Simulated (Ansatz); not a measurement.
Base system: CsPbBr3 in the cubic perovskite structure (space group Pm-3m, No. 221; a = 6.003 Å).

All numbers come from plane-wave PAW DFT at the PBE level (Ansatz, a program for electronic structure, 420 eV), without spin-orbit coupling.

Strains are applied to the cell and any free atomic positions relax.

One change was made to it. Results:

The width of the top valence band goes up by 0.11 eV to 1.77 eV; the hole mass changes from 0.18 mₑ (at R) to 0.17 mₑ (at R); the mean gap deformation potential ΔEg/Δln V is +3.5 eV; the pressure goes from zero to 0.35 GPa; the energy rises by 0.8 meV/atom.

### Question
What was done to the base?
(A) isotropic strain −3.00 %
(B) isotropic strain −1.20 %
(C) isotropic strain −0.60 %

### Answer
C, isotropic strain −0.60 %. For comparison, the energy relative to the base in the other runs: isotropic strain −3.00 % gives +23 meV/atom; isotropic strain −1.20 % gives +3.4 meV/atom.

Spin-orbit coupling, missing from the scalar runs, can matter with Pb. Masses are band curvatures over ±0.01 Å⁻¹ around the edge. No phonon test of stability was made. Many cubic perovskites are stable only at high temperature; tilts and polar distortions were not tested. This is not the structure that CsPbBr3 has at room temperature and ambient pressure.
